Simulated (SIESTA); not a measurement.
# A self-consistent single point of Bi3Pd5 (P-6m2, 8 atoms in the cell) with SIESTA

Method: LDA PW92, numerical atomic orbitals DZP, PseudoDojo LDA standard norm-conserving potentials (rewritten from UPF to PSML) (SIESTA).

Input as run:

```
# files in the folder: Bi.psml Pd.psml (PseudoDojo LDA standard)
SystemName  Bi3Pd5
SystemLabel bi3pd5

NumberOfAtoms                8
NumberOfSpecies              2
%block ChemicalSpeciesLabel
  1 83 Bi
  2 46 Pd
%endblock ChemicalSpeciesLabel
LatticeConstant              1.0 Bohr
%block LatticeVectors
     8.049987627    0.000000000    0.000000000
    -4.024993813    6.971494471    0.000000000
     0.000000000    0.000000000   21.142388163
%endblock LatticeVectors
AtomicCoordinatesFormat      ScaledCartesian
%block AtomicCoordinatesAndAtomicSpecies
     0.000000000    0.000000000    0.000000000  1
    -0.000004025    4.647665305   15.338802612  1
    -0.000004025    4.647665305    5.803585551  1
     4.024997838    2.323829167   13.063035950  2
     4.024997838    2.323829167    8.079352213  2
     4.024997838    2.323829167    2.732019398  2
     4.024997838    2.323829167   18.410368765  2
     0.000000000    0.000000000   10.571194082  2
%endblock AtomicCoordinatesAndAtomicSpecies

XC.functional                LDA
XC.authors                   PW92
PAO.BasisSize                DZP
PAO.EnergyShift              0.01 Ry
MeshCutoff                   300 Ry
%block kgrid.MonkhorstPack
    8   0   0  0.0
    0   8   0  0.0
    0   0   3  0.0
%endblock kgrid.MonkhorstPack
OccupationFunction           FD
ElectronicTemperature        0.1 eV

MaxSCFIterations             150
SCF.Mixer.Method             Broyden
SCF.Mixer.Weight             0.25
SCF.Mixer.History            6
SCF.DM.Tolerance             1.0E-05
Diag.ParallelOverK           true
WriteForces                  true
Charge.Mulliken              end
```

Log, with long lists cut:

```
reinit: Reading from file input.fdf

reinit: System Name: Bi3Pd5
reinit: System Label: bi3pd5

coor:   Atomic-coordinates input format  =     Cartesian coordinates
coor:                                          (in units of alat)

siesta: Atomic coordinates (Bohr) and species
siesta:      0.00000   0.00000   0.00000  1        1
siesta:     -0.00000   4.64767  15.33880  1        2
siesta:     -0.00000   4.64767   5.80359  1        3
siesta:      4.02500   2.32383  13.06304  2        4
siesta:      4.02500   2.32383   8.07935  2        5
siesta:      4.02500   2.32383   2.73202  2        6
siesta:      4.02500   2.32383  18.41037  2        7
siesta:      0.00000   0.00000  10.57119  2        8

siesta: System type = bulk

initatomlists: Number of atoms, orbitals, and projectors:      8   149   186

siesta: ******************** Simulation parameters ****************************
redata: Spin configuration                          = none
redata: Time-Reversal Symmetry                      = T
redata: Number of Atomic Species                    =        2
redata: Mesh Cutoff                                 =   300.0000 Ry
redata: Net charge of the system                    =     0.0000 |e|
redata: Min. number of SCF Iter                     =        0
redata: Max. number of SCF Iter                     =      150
redata: SCF convergence failure will abort job
redata: SCF mix quantity                            = Hamiltonian
redata: Mix DM or H after convergence               =   F
redata: Recompute H after scf cycle                 =   F
redata: Mix DM in first SCF step                    =   T
redata: No kicks to SCF
redata: DM Mixing Weight for Kicks                  =     0.5000
redata: Require Harris convergence for SCF          =   F
redata: Harris energy tolerance for SCF             =     0.000100 eV
redata: Require DM convergence for SCF              =   T
   [... lines left out ...]
diag: Parallel distribution                         =     1 x     1
diag: Used triangular part                          = Lower
diag: Absolute tolerance                            =  0.100E-15
diag: Orthogonalization factor                      =  0.100E-05
diag: Memory factor                                 =  1.0000

superc: Internal auxiliary supercell:     7 x     5 x     3  =     105
superc: Number of atoms, orbitals, and projectors:    840  15645  19530

                        Single-point calculation

superc: Internal auxiliary supercell:     7 x     5 x     3  =     105
superc: Number of atoms, orbitals, and projectors:    840  15645  19530

outcell: Unit cell vectors (Ang):
        4.259870    0.000000    0.000000
       -2.129935    3.689156    0.000000
        0.000000    0.000000   11.188070

outcell: Cell vector modules (Ang)   :    4.259870    4.259870   11.188070
outcell: Cell angles (23,13,12) (deg):     90.0000     90.0000    120.0000
outcell: Cell volume (Ang**3)        :    175.8242
new_DM -- step:     1
Initializing Density Matrix...

Attempting to read DM from file... Failed...
DM filled with atomic data:

InitMesh: MESH = 40 x 40 x 120 = 192000
InitMesh: Mesh cutoff (required, used) =   300.000   317.947 Ry

stepf: Fermi-Dirac step function
        iscf     Eharris(eV)        E_KS(eV)     FreeEng(eV)     dDmax    Ef(eV) dHmax(eV)
   scf:    1   -24996.510241   -25017.276481   -25017.432355  0.884280 -4.257490 10.014904
   scf:    2   -24806.862451   -24958.437409   -24958.692589  0.376157 -3.793148 44.982252
   scf:    3   -25014.796682   -25021.767236   -25021.926308  0.295413 -4.268599  3.609166
   scf:    4   -25022.586511   -25022.426235   -25022.585321  0.040840 -4.348829  1.063133
   scf:    5   -25022.521596   -25022.486871   -25022.646024  0.020667 -4.387348  0.445946
   scf:    6   -25022.508394   -25022.501289   -25022.660927  0.012571 -4.412989  0.405700
   [... 7 lines left out ...]
   scf:   14   -25022.505890   -25022.505890   -25022.665332  0.000022 -4.418619  0.001346
   scf:   15   -25022.505889   -25022.505890   -25022.665332  0.000027 -4.418634  0.001343
   scf:   16   -25022.505890   -25022.505890   -25022.665332  0.000021 -4.418647  0.000787
   scf:   17   -25022.505890   -25022.505890   -25022.665332  0.000011 -4.418657  0.000405
   scf:   18   -25022.505890   -25022.505890   -25022.665332  0.000005 -4.418664  0.000405
SCF Convergence by DM+H criterion
max |DM_out - DM_in|         :     0.0000050226
max |H_out - H_in|      (eV) :     0.0004050497
SCF cycle converged after 18 iterations

Using DM_out to compute the final energy and forces

siesta: E_KS(eV) =           -25022.5059

siesta: E_KS - E_eggbox =    -25022.5059

siesta: Atomic forces (eV/Ang):
     1    0.000011   -0.000007   -0.000019
     2    0.000028   -0.000016    0.079737
     3    0.000028   -0.000016   -0.079772
     4   -0.000027    0.000015   -0.335621
     5   -0.000027    0.000015    0.335692
     6   -0.000012    0.000007    0.027448
     7   -0.000012    0.000007   -0.027508
     8    0.000011   -0.000007    0.000043
   Tot    0.000002   -0.000001   -0.000000
   Max    0.335692
   Res    0.099909    sqrt( Sum f_i^2 / 3N )
   Max    0.335692    constrained

Stress tensor Voigt[x,y,z,yz,xz,xy] (kbar):       86.97       86.97      102.10        0.00        0.00       -0.00
(Free)E + p*V (eV/cell)   -25032.7628
Target enthalpy (eV/cell)   -25022.6653

siesta: Program's energy decomposition (eV):
siesta: Ebs     =     -3851.015366
siesta: Eions   =     32045.451270
siesta: Ena     =      3233.955861
siesta: Ekin    =      9353.270125
siesta: Enl     =     -1124.422198
siesta: Eso     =         0.000000
siesta: Edftu   =         0.000000
siesta: DEna    =        72.250894
siesta: DUscf   =         1.567790
siesta: DUext   =         0.000000
siesta: Ex      =     -4143.867769
siesta: Ec      =      -369.809323
siesta: Exc     =     -4513.677092
siesta: Eharris =    -25022.505890
siesta: Etot    =    -25022.505890
siesta: FreeEng =    -25022.665332

siesta: Atomic forces (eV/Ang):
siesta:      1    0.000011   -0.000007   -0.000019
siesta:      2    0.000028   -0.000016    0.079737
siesta:      3    0.000028   -0.000016   -0.079772
siesta:      4   -0.000027    0.000015   -0.335621
siesta:      5   -0.000027    0.000015    0.335692
siesta:      6   -0.000012    0.000007    0.027448
siesta:      7   -0.000012    0.000007   -0.027508
siesta:      8    0.000011   -0.000007    0.000043
siesta: ----------------------------------------
   [... lines left out ...]
siesta: Cell volume =        175.824156 Ang**3
siesta:         -92.01220595        -89.85306304  kBar
   [... lines left out ...]
               4dz2    4dxz    4dx2-y2
   4 18.184   1.928   0.187   0.217   1.975   1.980   1.975   0.311   0.337
              0.311   1.596   1.614   1.583   1.614   1.596   0.198   0.197

              0.168   0.197   0.198
   5 18.184   1.928   0.187   0.217   1.975   1.980   1.975   0.311   0.337
              0.311   1.596   1.614   1.583   1.614   1.596   0.198   0.197

              0.168   0.197   0.198
   6 18.243   1.936   0.272   0.180   1.984   1.988   1.984   0.295   0.329
              0.295   1.587   1.590   1.574   1.590   1.587   0.221   0.201

              0.206   0.201   0.221
   7 18.243   1.936   0.272   0.180   1.984   1.988   1.984   0.295   0.329
              0.295   1.587   1.590   1.574   1.590   1.587   0.221   0.201

              0.206   0.201   0.221
   8 18.211   1.943   0.845  -0.131   1.993   1.993   1.993   0.209   0.239
              0.209   1.536   1.497   1.679   1.497   1.536   0.234   0.245

              0.216   0.245   0.234

mulliken: Qtot =      135.000

Mulliken Atomic Populations:
Atom #   charge [q] valence [e]  Species
     1     0.212953   14.787047  Bi
     2     0.426818   14.573182  Bi
     3     0.426812   14.573188  Bi
     4    -0.184174   18.184174  Pd
     5    -0.184183   18.184183  Pd
     6    -0.243495   18.243495  Pd
     7    -0.243487   18.243487  Pd
     8    -0.211245   18.211245  Pd
 Total     0.000000
```

The run converged in 18 iterations.

The starting cell comes from a database of computed structures (which also holds hypothetical and non-ambient phases and stackings), without a prior relaxation at this level. Spin polarisation is off. Values carry the incompleteness of an atom-centred basis. With a pressure of about -9 GPa the cell is away from its equilibrium volume at this level.

Cost on one core of a shared machine: roughly 2 min.
